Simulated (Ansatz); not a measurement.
**How the formation enthalpy of SnO2 (model structure, started from the CdI2 type, P-3m1, No. 164, 3 atoms in the cell) moves with the method**

No measured value is used here.

Put these levels in order of the formation enthalpy that they give for SnO2 (model structure, started from the CdI2 type, P-3m1, No. 164, 3 atoms in the cell), smallest first: PBE (Ansatz, a quantum-chemistry and plane-wave program), PBE-D3(BJ) (Ansatz), PBEsol (Ansatz).

PBEsol (-1.551 eV/atom), PBE-D3(BJ) (-1.518 eV/atom), PBE (-1.474 eV/atom)

Density-functional levels without +SOC have no spin–orbit coupling, which shifts binding energies of heavy elements. Each level is taken at its own relaxed cell. Ansatz's density-functional and Hartree–Fock values are scalar-relativistic unless marked +SOC, with PAW data made under PBE.

A model structure was made by putting elements into a prototype or built by hand; it is no filed structure, need not be a known phase, and can be a saddle point held by its symmetry.
